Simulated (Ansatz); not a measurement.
The cell is built on a prototype and need not be the phase stable at ambient conditions.

By PBEsol, the system below comes out a metal.

```
HfB2
1.0
    3.39126     0.00000     0.00000
    0.00000     6.22832     0.00000
    1.69563     3.11416     1.69563
Hf B
1 2
Cartesian
  0.00000   0.00000   0.00000
  0.00000   3.88931   0.00000
  0.00000   2.33901   0.00000
```

Space group of this cell: I4/mmm. The cell was relaxed by PBE-D3(BJ); by PBEsol its mean pressure is -0.5 GPa.

The current flows along the normal of the first two printed cell vectors. No spin-orbit coupling; the value is a mean over 0.1 eV about the Fermi level.

**Question.** Give the ballistic conductance per area that PBEsol (Ansatz, an electronic-structure program) yields.

**Answer.** 0.85 × 10¹⁵ S/m² for both spins.
